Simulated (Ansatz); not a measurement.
# Response to strain in Pd

Consider Pd in the fcc (Cu type) structure (space group Fm-3m, No. 225; a = 3.945 Å; relaxed with 0.1 eV smearing).

Strains are applied to the cell and any free atomic positions relax.

Calculations: PBE, PAW, 420 eV (Ansatz, an electronic-structure program; no spin-orbit coupling).

Candidates:
(a) isotropic strain −0.50 %
(b) isotropic strain −1.00 %
(c) isotropic strain −2.00 %
(d) isotropic strain −2.50 %
(e) isotropic strain +1.00 %

Notes on the quantities. energy relative to the base: free energy F.

Task: Order them by energy relative to the base, lowest first.

Result: (a) isotropic strain −0.50 % (+1.8 meV/atom), (e) isotropic strain +1.00 % (+6.9 meV/atom), (b) isotropic strain −1.00 % (+7.5 meV/atom), (c) isotropic strain −2.00 % (+31 meV/atom), (d) isotropic strain −2.50 % (+50 meV/atom)

Whether these cells are dynamically stable was not tested. The final runs are not spin-polarised. Pd lies near a magnetic instability that expansion can trigger; it was not tested.
